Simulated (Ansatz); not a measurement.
A user runs Ansatz (a program for electronic structure) on BPd2 (Pnnm, 6 atoms in the cell) and asks whether the run is sound. The aim is a self-consistent single point with DFT, PBEsol, plane waves, default PAW files made with PBE.

Cell that was meant: a = 4.7179 Å, b = 5.1403 Å, c = 3.1513 Å, α = 90.00°, β = 90.00°, γ = 90.00°.

Part of the input:

Ansatz 0.2 input:
```yaml
    - { symbol: Pd, position: [0.24524000, 0.84422000, 0.50000000] }
    - { symbol: Pd, position: [0.25476000, 0.34422000, 0.00000000] }
    - { symbol: Pd, position: [0.74524000, 0.65578000, 0.00000000] }
basis:
  ecutwfc: 105.0
kpoints:
  mp_grid: { grid: [6, 5, 8] }
hamiltonian:
  xc: pbesol
  pseudopotentials: { kind: paw }
scf:
  occupations: { method: gaussian, width: 0.1 }
output:
  forces: true
  eigenvalues: true
```

Output (repeated stretches shortened):

```
   [... lines left out ...]
PAW frozen core: Pd, regenerated for the run's functional, and the local potential with it
Initial density: superposition of atomic densities (neutral atoms: chi_scale 0, normalization atom), corrected by the library's trained network
Initial wavefunctions: pseudopotential atomic-orbital guess
Eigensolver: davidson
Functional: x = pbesol(κ = 0.804, μ = 0.12345679012345678), c = pbesol(β = 0.046)
SCF iter   1: F=—  HF=-27405.139389 eV  |F-HF|=—  |Δ(HF+E_count)|=         —  Δρ=1.00e0  dr2=6.68e2  ethr=1.77e-3  ⟨swp⟩=3.0  Hψ=10471  notcnv=0  defer=1
all-band conjugate gradients solve this SCF's bands
preconditioner: auto → Kerker (q_TF=auto, 2.738 Å⁻¹)
SCF iter   2: F=—  HF=-27180.146829 eV  |F-HF|=—  |Δ(HF+E_count)|=    2.25e2  Δρ=6.56e-1  dr2=2.87e2  ethr=1.77e-3  ⟨swp⟩=3.9  Hψ=7924  notcnv=0  defer=87
   [... lines left out ...]
SCF iter   8: F=—  HF=-27012.249049 eV  |F-HF|=—  |Δ(HF+E_count)|=   1.46e-2  Δρ=6.24e-5  dr2=2.60e-6  ethr=1.16e-8  ⟨swp⟩=2.5  Hψ=4987  notcnv=0  defer=114
SCF iter   9: F=—  HF=-27012.249048 eV  |F-HF|=—  |Δ(HF+E_count)|=   2.62e-7  Δρ=3.08e-5  dr2=7.02e-7  ethr=3.34e-9  ⟨swp⟩=1.1  Hψ=2710  notcnv=0  defer=114
SCF iter  10: F=-27012.249048 eV  HF=-27012.249048 eV  |F-HF|=3.82e-9  |Δ(HF+E_count)|=   1.00e-7  Δρ=3.60e-6  dr2=1.24e-8  ethr=1.28e-10  ⟨swp⟩=9.0  Hψ=11678  notcnv=0
SCF 1 converged in 10 iterations: F = -27012.249048 eV  dr2 = 1.24e-8
Free energy (F): -27012.249048 eV
Internal energy: -27012.233923 eV  (E = F + TS)
E sigma→0 (E₀):  -27012.241486 eV
Entropy (-TS):   -0.015125 eV (-2.521 meV/atom)
Fermi energy:    23.137254 eV
--- Forces (eV/Å), atoms counted from 1 ---
  atom   1  B      0.00000000    -0.00000000     0.00000000
  atom   2  B      0.00000000     0.00000000     0.00000000
  atom   3  Pd     1.41395325     0.41444396     0.00000000
  atom   4  Pd    -1.41395325    -0.41444396     0.00000000
  atom   5  Pd     1.41395325    -0.41444396     0.00000000
  atom   6  Pd    -1.41395325     0.41444396     0.00000000
--- Stress (GPa, compression-positive) ---
       70.992818       0.000000       0.000000
        0.000000       0.212152       0.000000
        0.000000       0.000000      28.631772
  P = ⅓ Tr σ = 33.2789 GPa (332.789 kbar)
  The stress holds the Pulay correction. Without it, at fixed plane waves, as pw.x and ABINIT print it: P = -3692.3051 GPa
```

Is anything amiss in this input, and did it matter?

The run is not sound. The fault is a basis or grid far too coarse for these potentials. The error of an incomplete plane-wave basis or grid does not cancel at such settings. To fix it, restore the cutoff that the potentials need and check convergence. The run converged in 10 iterations without an error; against the sound input the free energy goes up by 154 eV/atom, the pressure goes from -4.92 to 33.28 GPa and the largest force goes from 0.028 to 1.473 eV/Å. At a fixed set of plane waves, without the program's Pulay estimate, the pressure is -3692.31 GPa against -5.02 GPa.

The sound input it was made from differs as follows (other fixes are possible):
```diff
-basis:
-  ecutwfc: 105.0
-  occupations: { method: gaussian, width: 0.1 }
+  occupations: { method: gaussian, width: 0.1 eV }
```

With that input, the run converged in 6 iterations: free energy E − TS (on the zero of these files) -27933.6702 eV; Fermi level (on the code's own zero) 17.33 eV; pressure -4.92 GPa; largest force (vector length) 0.028 eV/Å (DFT, PBEsol, plane waves, default PAW files made with PBE).

On the sound input: the starting cell comes from a database of computed structures (which also holds hypothetical and non-ambient phases and stackings), without a prior relaxation at this level. Spin polarisation is off. With a pressure of about -5 GPa the cell is away from its equilibrium volume at this level. Ansatz's pressure includes its estimate of the finite-basis (Pulay) stress.
